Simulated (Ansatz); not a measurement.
Worked example: self-consistent single point of VN (P-6m2, 2 atoms in the cell) in Ansatz (an electronic-structure program)

Level of theory: PBEsol, default PAW files made with PBE (plane waves; Ansatz).

The input file:

Ansatz 0.2 input:
```yaml
# VN
crystal:
  lattice:
    - [2.73390000, 0.00000000, 0.00000000]
    - [-1.36695000, 2.36762700, 0.00000000]
    - [0.00000000, 0.00000000, 2.64135000]
  atoms:
    - { symbol: V, position: [0.66666700, 0.33333300, 0.00000000] }
    - { symbol: N, position: [0.33333300, 0.66666700, 0.50000000] }
basis:
  ecutwfc: 420.0
kpoints:
  mp_grid: { grid: [18, 18, 16] }
hamiltonian:
  xc: pbesol
  pseudopotentials: { kind: paw }
scf:
  occupations: { method: fermi_dirac, width: 0.05 }
output:
  forces: true
  eigenvalues: true
  stress: true
```

Output, abridged:

```
WARN the atoms were moved onto the symmetric positions of the space group found under crystal.symmetry.tolerance 1.0e-5 (fractional …
WARN ansatz: RAYON_NUM_THREADS=1 ignored (pool sized by the plan → 1); use --threads N
Pseudopotentials: kind: paw
Pseudopotential: V, paw, valence charge 13
Pseudopotential: N, paw, valence charge 5
Crystal: 2 atoms, lattice volume = 17.097 Å³
Basis set: ecut = 420 eV, 327 PW (Γ), exchange–correlation on 40×40×36 points (8 copies of the dense FFT grid, shifted against one another)
Bands: 13, of which v1, the nominal top of the filled ones, is band 9 counted from 1 (8 counted from 0)
Symmetry: 12 space group operations
Space group: P-6m2 (ITA 187), of the structure as read, at distance tolerance 2.6e-5 Å
k-points: 333 of 5184 (time reversal used)
PAW frozen core: V, regenerated for the run's functional, and the local potential with it
PAW frozen core: N, regenerated for the run's functional, and the local potential with it
Initial density: superposition of atomic densities (neutral atoms: chi_scale 0, normalization atom), corrected by the library's trained network
Initial wavefunctions: pseudopotential atomic-orbital guess
Eigensolver: davidson
Functional: x = pbesol(κ = 0.804, μ = 0.12345679012345678), c = pbesol(β = 0.046)
SCF iter   1: F=—  HF=-3266.514936 eV  |F-HF|=—  |Δ(HF+E_count)|=         —  Δρ=1.96e-2  dr2=5.37e-2  ethr=1.77e-3  ⟨swp⟩=4.0  Hψ=20143  notcnv=0
all-band conjugate gradients solve this SCF's bands
preconditioner: auto → none
SCF iter   2: F=—  HF=-3266.506089 eV  |F-HF|=—  |Δ(HF+E_count)|=   8.85e-3  Δρ=1.11e-2  dr2=2.08e-2  ethr=2.98e-4  ⟨swp⟩=2.0  Hψ=8295  notcnv=0
SCF iter   3: F=—  HF=-3266.502447 eV  |F-HF|=—  |Δ(HF+E_count)|=   3.64e-3  Δρ=1.88e-3  dr2=6.65e-4  ethr=1.16e-4  ⟨swp⟩=2.0  Hψ=7012  notcnv=0
SCF iter   4: F=—  HF=-3266.502359 eV  |F-HF|=—  |Δ(HF+E_count)|=   8.88e-5  Δρ=2.64e-4  dr2=8.91e-6  ethr=3.69e-6  ⟨swp⟩=2.0  Hψ=5342  notcnv=0
SCF iter   5: F=—  HF=-3266.502385 eV  |F-HF|=—  |Δ(HF+E_count)|=   2.61e-5  Δρ=4.04e-5  dr2=1.69e-7  ethr=4.95e-8  ⟨swp⟩=2.6  Hψ=6466  notcnv=0
SCF iter   6: F=-3266.502385 eV  HF=-3266.502385 eV  |F-HF|=5.69e-9  |Δ(HF+E_count)|=   7.58e-8  Δρ=8.47e-6  dr2=6.81e-9  ethr=5.56e-10  ⟨swp⟩=4.8  Hψ=16401  notcnv=0
SCF 1 converged in 6 iterations: F = -3266.502385 eV  dr2 = 6.81e-9
SCF converged after 6 iterations
Free energy (F): -3266.502385 eV
Harris-Foulkes:  -3266.502385 eV  (|F-HF|=5.69e-9)
Internal energy: -3266.499951 eV  (E = F + TS)
E sigma→0 (E₀):  -3266.501168 eV
Entropy (-TS):   -0.002434 eV (-1.217 meV/atom)
Fermi energy:    17.740067 eV
--- Per-component energies (eV) ---
  E_band       = -99.951584
  E_kinetic    = 469.340574
  E_local      = -947.489076  (includes V_loc(G=0)·N_el)
  E_nonlocal   = -1.330906
  E_hartree    = 418.611116
  E_xc         = -190.677107
  E_vxc        = -243.158543  (∫ρ·V_xc dr)
  E_paw        = -1207.579917  (= ΣΔE_a)
  E_vpaw       = -214.535099  (= ΣTr[D̂ρ^β])
  E_aug_tail   = 0.000358  (compensation charges beyond the density's cutoff)
  E_ewald      = -1807.552771
  E_core_change = 0.177778  (= ΣΔE_core)
  E_smearing   = -0.002434  (= −TS)
  E_closure    = 0.000000  (closes the sum)
  Σ components = -3266.502385   (vs F -3266.502385, Δ=0.00e0)
--- Forces (eV/Å), atoms counted from 1 ---
  atom   1  V     -0.00000000     0.00000000     0.00000000
  atom   2  N      0.00000000    -0.00000000     0.00000000
  max |Σ_I F_I| component: 3.70e-16 eV/Å
--- Stress (GPa, compression-positive) ---
       -8.191785       0.000000      -0.000000
        0.000000      -8.191785      -0.000000
       -0.000000      -0.000000      -9.259358
  P = ⅓ Tr σ = -8.5476 GPa (-85.476 kbar)
  The stress holds the Pulay correction. Without it, at fixed plane waves, as pw.x and ABINIT print it: P = -9.1821 GPa
--- Band table (eV; the first three rows and the last of 333) ---
  k-point 0: bands = ["-46.6117", "-20.3639", "-20.2024", "-20.2024", "0.5412", "14.2240", "14.2240", "14.8839", "16.1530", "19.5796", "19.5796", "21.2143", "21.2143"]
  k-point 1: bands = ["-46.6087", "-20.3901", "-20.2002", "-20.2002", "0.6118", "14.2584", "14.2584", "14.5488", "16.3977", "19.4053", "19.4053", "21.2983", "21.2983"]
  k-point 2: bands = ["-46.6000", "-20.4642", "-20.1938", "-20.1938", "0.8177", "13.8259", "14.3575", "14.3575", "16.8884", "19.0064", "19.0064", "21.4339", "21.4339"]
  k-point 332: bands = ["-46.4198", "-20.8283", "-20.5796", "-20.5289", "3.3732", "10.4386", "11.5609", "14.2336", "17.4944", "20.3607", "20.7435", "22.0035", "23.5049"]
```

The run converged in 6 iterations.

The starting cell comes from a database of computed structures (which also holds hypothetical and non-ambient phases and stackings), without a prior relaxation at this level. Spin polarisation is off, so a magnetic state, if there is one, cannot be reached. With a pressure of about -9 GPa the cell is away from its equilibrium volume at this level. Ansatz's pressure includes its estimate of the finite-basis (Pulay) stress. Without the estimate this run gives -9.18 GPa.
